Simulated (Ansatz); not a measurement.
## A computed series for TiSi2: response to strain

The reference is TiSi2 (space group Fddd, No. 70; a = 4.8062 Å, b = 8.2647 Å, c = 8.5654 Å). Axes: x, y, z lie along a, b, c of the conventional cell.

Strains are applied to the cell and any free atomic positions relax; under biaxial strain the out-of-plane vector relaxes too.

Level of theory: PBE (Ansatz, a first-principles code, PAW, spin-orbit coupling left out).

Candidates:
(a) uniaxial strain ε_zz = +1.07 %
(b) biaxial strain −0.52 %, plane normal [001], relaxed out of plane
(c) isotropic strain +4.09 %

Notes on the quantities. energy relative to the base: free energy F.

Task: Order them by energy relative to the base, highest first.

Result: (c) isotropic strain +4.09 % (+83 meV/atom), (a) uniaxial strain ε_zz = +1.07 % (+2.0 meV/atom), (b) biaxial strain −0.52 %, plane normal [001], relaxed out of plane (+0.8 meV/atom)

Without a gap, meshes like the base's 13×13×13 leave anisotropic stresses uncertain by several tenths of a GPa, and small strain energies with them. Stability against distortions was not tested. The final runs are not spin-polarised.
